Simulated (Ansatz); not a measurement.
For PtGe2 (model structure, started from the AlB2 type, P6/mmm, No. 191, 3 atoms in the cell), PBE (plane waves, PAW; Ansatz, a quantum-chemistry and plane-wave program) gives:

| Property | Result |
|---|---|
| lattice parameter a | 4.612 Å |
| lattice parameter c | 2.839 Å |

**Question.** What does PBE-D3(BJ) (plane waves, PAW; Ansatz) give for the same quantities?

**Answer.** 
- lattice constant a: 4.551 Å (drops by 1.3 %)
- lattice parameter c: 2.799 Å (decreases by 1.4 %)

Changes are worked out from the printed values.

Unless a cell is named, each level is at its own relaxed cell (PBE 17.43, PBE-D3(BJ) 16.73 Å³/atom).

Levels without +SOC leave out spin–orbit coupling, which shifts energies and cells of such heavy elements.

Ansatz's density-functional and Hartree–Fock values are scalar-relativistic unless marked +SOC, with PAW data made under PBE.

A model structure was made by putting elements into a prototype or built by hand; it is no filed structure, need not be a known phase, and can be a saddle point held by its symmetry.
